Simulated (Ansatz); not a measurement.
System: Be3N2 (P6₃/mmc, No. 194, 10 atoms in the cell; start mp-6977; a measured phase of this formula has another space group). Method: G0W0@PBEsol in Ansatz (hard PAW, contour deformation).

The cell is the one relaxed with PBEsol. Conventional cell: a = 2.8367 Å, b = 2.8367 Å, c = 9.7075 Å, α = 90.00°, β = 90.00°, γ = 120.00°.

The quasiparticle gap at Γ at a fixed k mesh 6×6×2:

```json
[
 {"response cutoff": "150 eV, 518 empty bands", "value (eV)": "7.964"},
 {"response cutoff": "200 eV, 798 empty bands", "value (eV)": "8.022"},
 {"response cutoff": "250 eV, 1115 empty bands", "value (eV)": "8.050"},
 {"response cutoff": "300 eV, 1466 empty bands", "value (eV)": "8.067"}
]
```

Problem. Taking the value to converge with the response cutoff E as E^(−3/2), extrapolate from the last two rows.

Solution. With y = y∞ + c/w and weights w = 3953 and 5196 for the last two rows, y∞ = (w2 y2 − w1 y1)/(w2 − w1) = (5196 × 8.067 − 3953 × 8.050)/1243 = 8.121 eV, which lies 0.054 beyond the last row. Successive pairs of rows give 8.130, 8.120, 8.121. The limit also hangs on the law assumed, so its last digits aren't firm.

The other settings are not extrapolated, so this is the limit in one setting alone.

At the last cutoff the smallest gap on this mesh is 5.08 eV, with an edge away from Γ.

A start named mp-… is a Materials Project structure, which need not be a measured phase.

Ansatz is a quantum-chemistry and plane-wave program.
